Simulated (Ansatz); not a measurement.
Take BiB in the zinc blende structure (space group F-43m, No. 216; a = 5.456 Å; a hypothetical phase, not in the database extracts checked) as the base. Axes: x, y, z lie along the cube axes.

All numbers come from Ansatz (an electronic-structure program), PBEsol, PAW, cutoff 420 eV, spin-orbit coupling left out.

Strains are applied to the cell and any free atomic positions relax; under biaxial strain the out-of-plane vector relaxes too; under stress the whole cell relaxes.

One change was made to it. Results:

| quantity | base | after |
|---|---|---|
| band gap | 0.45 eV | zero |
| energy relative to the base (free energy F) | 0 meV/atom | +12 meV/atom |
| shortest interatomic distance | 2.362 Å | 2.346 Å |

Problem. Name the change that was made.
A) biaxial strain +1.24 %, plane normal [110], relaxed out of plane
B) isotropic strain −0.84 %
C) uniaxial stress, 3 GPa compression along x
D) strain tensor (xx, yy, zz, yz, xz, xy) = (+1.53, −1.96, +0.81, −1.08, +1.68, −0.42) %

Solution. D, strain tensor (xx, yy, zz, yz, xz, xy) = (+1.53, −1.96, +0.81, −1.08, +1.68, −0.42) %. For comparison, the band gap in the other runs: biaxial strain +1.24 %, plane normal [110], relaxed out of plane gives 0.20 eV; isotropic strain −0.84 % gives 0.55 eV; uniaxial stress, 3 GPa compression along x gives 0.21 eV.

A biaxial case was relaxed in a doubled cell and then solved in the primitive one. With Bi present, leaving out spin-orbit coupling can change the band edges. Stability under load was not tested beyond the relaxation. All final runs are without spin polarisation. A zero or small gap of BiB under strain tensor (xx, yy, zz, yz, xz, xy) = (+1.53, −1.96, +0.81, −1.08, +1.68, −0.42) %, BiB under biaxial strain +1.24 %, plane normal [110], relaxed out of plane and BiB under uniaxial stress, 3 GPa compression along x can be the functional's error rather than a property of the material.
